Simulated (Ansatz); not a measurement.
# Cubic perovskite TlMnCl3

Level of theory: LDA (Ansatz, a quantum-chemistry and plane-wave program, PAW).

Numerical settings: plane-wave cutoff 500 eV, 8×8×8 k mesh, Fermi–Dirac smearing 0.05 eV, spin-polarised start, scalar-relativistic PAW data made under PBE.

Cell (relaxed at this level):

```cif
data_Cl3MnTl
_chemical_formula_sum 'Mn1 Tl1 Cl3'
_space_group_name_H-M_alt 'Pm-3m'
_space_group_IT_number 221
_space_group_name_Hall '-P 4 2 3'
_cell_length_a 4.85137
_cell_length_b 4.85137
_cell_length_c 4.85137
_cell_angle_alpha 90.000
_cell_angle_beta 90.000
_cell_angle_gamma 90.000
loop_
_atom_site_label
_atom_site_type_symbol
_atom_site_symmetry_multiplicity
_atom_site_Wyckoff_symbol
_atom_site_fract_x
_atom_site_fract_y
_atom_site_fract_z
_atom_site_occupancy
Mn1 Mn 1 b 0.50000 0.50000 0.50000 1
Tl1 Tl 1 a 0.00000 0.00000 0.00000 1
Cl1 Cl 3 c 0.00000 0.50000 0.50000 1
```

| Quantity | Result |
|---|---|
| volume per atom | 22.84 Å³/atom |
| lattice parameter a | 4.851 Å |

Note: the magnetic order was assumed, not searched for or taken from measurement; the relaxation could not lower the start's symmetry, so the cell can be a saddle point above a distorted one.

Spin–orbit coupling is not included; it can shift volumes and moduli of such heavy elements.

The computed numbers hold no vibrational or temperature effects.

The result took very roughly 110 core-seconds.
